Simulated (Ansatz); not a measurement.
The reference is CaO in the rock salt structure (space group Fm-3m, No. 225; a = 4.767 Å).

All numbers come from DFT with PBEsol, PAW potentials and a 420 eV plane-wave cutoff in Ansatz (a first-principles code), scalar-relativistic without spin-orbit coupling.

Strains are applied to the cell and any free atomic positions relax.

One change was made to it. Results:

| quantity | base | after |
|---|---|---|
| smallest direct gap | 3.92 eV | 3.94 eV |
| pressure | 0.00 GPa | -3.23 GPa |
| mean gap deformation potential ΔEg/Δln V | – | +0.4 eV |
| width of the top valence band | 1.26 eV | 1.20 eV |

Q: What was done to the base?
A) isotropic strain +1.50 %
B) isotropic strain −0.50 %
C) isotropic strain +2.50 %
D) isotropic strain +1.00 %

A: D, isotropic strain +1.00 %. For comparison, the pressure in the other runs: isotropic strain −0.50 % gives 1.79 GPa; isotropic strain +2.50 % gives -7.28 GPa; isotropic strain +1.50 % gives -4.68 GPa.

No phonon test of stability was made.
